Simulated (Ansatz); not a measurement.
MgO (model structure, started from the CsCl type, Pm-3m, No. 221, 2 atoms in the cell; like a known high-pressure phase) was calculated with PBEsol (Ansatz, a quantum-chemistry and plane-wave program, plane waves, PAW).

Numerical settings: plane-wave cutoff 520 eV, 14×14×14 k mesh, Fermi–Dirac smearing 0.01 eV, scalar-relativistic PAW data made under PBE.

Cell (relaxed at this level):

```xyz
2
Lattice="2.6334 0.0000 0.0000 0.0000 2.6334 0.0000 0.0000 0.0000 2.6334" Properties=species:S:1:pos:R:3 pbc="T T T"
Mg     0.0000     0.0000     0.0000
O      1.3167     1.3167     1.3167
```

Q: Predict the band gap and smallest direct gap on the k points sampled.

A: 
band gap: 2.47 eV (indirect)
smallest direct gap on the k points sampled: 3.48 eV

Computed values are for the static lattice.

Cost on a shared machine: about 4 core-seconds (a rough figure).

A model structure was made by putting elements into a prototype or built by hand; it is no filed structure, need not be a known phase, and can be a saddle point held by its symmetry.
